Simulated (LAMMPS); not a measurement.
Size effects in liquid Ni (fcc) at 1900 K and zero pressure.

Model: classical MD, pair style meam, file library.meam (library.meam-Ni) (LAMMPS).

| atoms | volume | first peak of g(r) | D(Ni) | rough cost (core-seconds per simulated ps) |
|---|---|---|---|---|
| 108 | 12.62 ± 0.01 Å³/atom | 2.46 Å, height 3.3 | (1.2 ± 0.1) × 10^-5 cm²/s | 0.5 |
| 256 | 12.710 ± 0.009 Å³/atom | 2.47 Å, height 3.0 | (1.4 ± 0.1) × 10^-5 cm²/s | 0.9 |
| 2048 | 12.698 ± 0.007 Å³/atom | 2.48 Å, height 3.1 | (1.41 ± 0.02) × 10^-5 cm²/s | 4 |
| 16384 | 12.704 ± 0.003 Å³/atom | 2.47 Å, height 3.2 | (1.49 ± 0.01) × 10^-5 cm²/s | 30 |

Periodic images slow diffusion in small cells, by a term that falls as 1/L. Costs are rough.

Caution: the potential MEAM library.meam-Ni is a first-neighbour MEAM set with a 4 Å cutoff, used here without a parameter file and away from the static properties it was fitted to.

Caution: this liquid lies under the melting point of about 2130 K that MEAM library.meam-Ni gives, so it is undercooled.

Errors of D are the spread over four groups of atoms in one short run; a floor of about 5 %, a picked value, is safer.

Errors shown are sampling errors alone.
